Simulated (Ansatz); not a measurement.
An Ansatz (a first-principles code) run: TiAl3; r2SCAN, PAW, 500 eV (Ansatz; without spin-orbit coupling).

Input:

Ansatz 0.2 input:
```yaml
crystal:
  lattice:
    - [-1.9120860815, 1.9120860815, 4.2802984984]
    - [1.9120860815, -1.9120860815, 4.2802984984]
    - [1.9120860815, 1.9120860815, -4.2802984984]
  atoms:
    - { symbol: Al, position: [0.5, 0.5, 0] }
    - { symbol: Al, position: [0.75, 0.25, 0.5] }
    - { symbol: Al, position: [0.25, 0.75, 0.5] }
    - { symbol: Ti, position: [0, 0, 0] }
basis: { ecutwfc: 500, ecutrho_ratio: 4, xc_grid: 4, fft_grid_basis: typed }
kpoints: { mp_grid: { grid: [17, 17, 17] } }
hamiltonian:
  xc: r2scan
  dispersion: none
  pseudopotentials: { kind: paw }
scf: { occupations: { method: fermi_dirac, width: 0.05 }, convergence: { dr2_threshold: 0.0000000004 } }
output: { forces: true, stress: true }
```

Output (explanatory and most iteration lines left out):

```
Pseudopotential: Al, paw, valence charge 3
Pseudopotential: Ti, paw, valence charge 12
Crystal: 4 atoms, lattice volume = 62.596 Å³
Basis set: ecut = 500 eV, 1555 PW (Γ), exchange–correlation on 160×160×160 points (64 copies of the dense FFT grid, shifted against one another)
Bands: 15, of which v1, the nominal top of the filled ones, is band 11 counted from 1 (10 counted from 0)
Symmetry: 16 space group operations
Space group: I4/mmm (ITA 139), of the structure as read, at distance tolerance 4.0e-5 Å
k-points: 405 of 4913
Functional: x = r2scan, c = r2scan; τ floored in thin density (d = 2e-4 eV/Å³)
SCF iter   1: F=—  HF=-4127.312255 eV  |F-HF|=—  |Δ(HF+E_count)|=         —  Δρ=1.25e-2  dr2=1.30e-1  dr2_τ=2.76e-2  ethr=1.77e-3  ⟨swp⟩=5.7  Hψ=36258  notcnv=0
SCF iter   2: F=—  HF=-4127.351694 eV  |F-HF|=—  |Δ(HF+E_count)|=   3.94e-2  Δρ=4.91e-3  dr2=1.83e-2  dr2_τ=3.43e-3  ethr=6.21e-4  ⟨swp⟩=2.7  Hψ=15155  notcnv=0
SCF 1 converged in 9 iterations: F = -4127.350697 eV  dr2 = 8.92e-11
SCF converged after 9 iterations
Free energy (F): -4127.350697 eV
Internal energy: -4127.337404 eV  (E = F + TS)
E sigma→0 (E₀):  -4127.344050 eV
Entropy (-TS):   -0.013292 eV (-3.323 meV/atom)
Fermi energy:    9.705501 eV
--- Forces (eV/Å), atoms counted from 1 ---
  atom   1  Al    -0.00000000     0.00000000     0.00000000
  atom   2  Al     0.00000000    -0.00000000     0.00000000
  atom   3  Al     0.00000000    -0.00000000     0.00000000
  atom   4  Ti    -0.00000000     0.00000000     0.00000000
--- Stress (GPa, compression-positive) ---
       -0.001056       0.000000      -0.000000
        0.000000      -0.001056      -0.000000
       -0.000000      -0.000000      -0.000905
  P = ⅓ Tr σ = -0.0010 GPa (-0.010 kbar)
```

Whether these cells are dynamically stable was not tested. The final runs are not spin-polarised. The cell is TiAl3 (space group I4/mmm, No. 139).
